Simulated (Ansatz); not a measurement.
Consider TiS$_{2}$ in the CdI2 type structure (space group P-3m1, No. 164; a = 3.3606 Å, c = 5.5224 Å; layered, stacked along the Cartesian z axis).

Computed with PBE-D3(BJ) (Ansatz, a first-principles code), without spin-orbit coupling.

Modification: every Ti is replaced by Sn; the structure is relaxed again.

Measured lattice parameter a: TiS2 3.4073 Å (temperature not stated; as listed in R.R. Chianelli, J.C. Scanlon, A.H. Thompson, Materials Research Bulletin (1975)); SnS2 3.6456 Å (room temperature; as listed in de Lima et al., arXiv (2018)).

How well does PBE-D3(BJ) reproduce the measured shift?

With PBE-D3(BJ) the lattice parameter a moves by +0.309 Å (3.361 → 3.669) against +0.238 Å measured.

No phonon test of stability was made. All final runs are without spin polarisation.
